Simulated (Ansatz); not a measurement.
A short convergence ladder for KCrF3 (P4mm, 5 atoms in the cell)

```xyz
5
Lattice="4.1059 0.0000 0.0000 0.0000 4.1059 0.0000 0.0000 0.0000 4.6144" Properties=species:S:1:pos:R:3 pbc="T T T"
K      2.0529     2.0529     2.3572
Cr     0.0000     0.0000     0.0000
F      0.0000     0.0000     2.3072
F      0.0000     2.0529     0.0000
F      2.0529     0.0000     0.0000
```
Moments meant for the start (each program seeds them in its own way; μB, in the order of the atoms K Cr F F F): 0.0 3.0 0.0 0.0 0.0.

Base method: LDA (PW92)+U, default PAW files made with PBE (plane waves; Ansatz, a program for electronic structure).

Base settings: basis.ecutwfc = 30.9 Ry; kpoints.mp_grid.grid = 6 6 6; hamiltonian.xc = lda; hamiltonian.pseudopotentials = {kind: paw} (the program's default PAW files); hamiltonian.hubbard.sites = [{species: Cr, l: d, u_eff: 3.7}] eV; hamiltonian.hubbard.projectors = ortho-atomic; magnetization.spin_polarized = true; scf.occupations.method = fermi_dirac; scf.occupations.width = 0.0007 Ry.

**The width of Fermi-Dirac smearing**

The mesh stays at the base's, so the ladder's end is converged at best in this setting alone.

Narrow widths need finer meshes than wide ones, so the last steps can hold mesh noise.

Only quantities that move along the ladder and can be compared are tabulated; pressure and forces are left out, as mesh noise rules them at narrow widths.

These are the values that this program gave, and no reference: magnets with a U can end in a higher state.

| scf.occupations.width | free energy less the last step's (meV/atom) | energy extrapolated to zero width less the last step's (meV/atom) | net moment (μB/atom) |
|---|---|---|---|
| 0.0735 Ry | -234.97 | 116.78 | 0.742 |
| 0.0367 Ry | -28.12 | 17.14 | 0.798 |
| 0.0147 Ry | -1.09 | 1.08 | 0.800 |
| 0.0073 Ry | -0.05 | 0.07 | 0.800 |
| 0.0015 Ry | 0.00 | 0.00 | 0.800 |

Widest scf.occupations.width that holds the energy extrapolated to zero width within 1 meV/atom of the last step, with all finer ones: 0.0073 Ry; the step before is off by 1.1 meV/atom.

Widest scf.occupations.width that holds the net moment within 0.05 μB/atom of the last step, with all finer ones: 0.0367 Ry; the step before is off by 0.058 μB/atom.

Widest scf.occupations.width that holds the free energy within 2 meV/atom of the last step, with all finer ones: 0.0147 Ry; the step before is off by 28 meV/atom.

On the base run: the starting cell comes from a database of computed structures (which also holds hypothetical and non-ambient phases and stackings), without a prior relaxation at this level. Its lattice was rescaled by up to half a per cent. One atom was moved a little off its site on purpose. With one magnetic atom in the cell only a parallel order is possible. With U or open f shells several self-consistent states can exist. In the base run, with a pressure of about -7 GPa the cell is away from its equilibrium volume at this level. Ansatz's pressure includes its estimate of the finite-basis (Pulay) stress.

Keys are those of Ansatz 0.2.
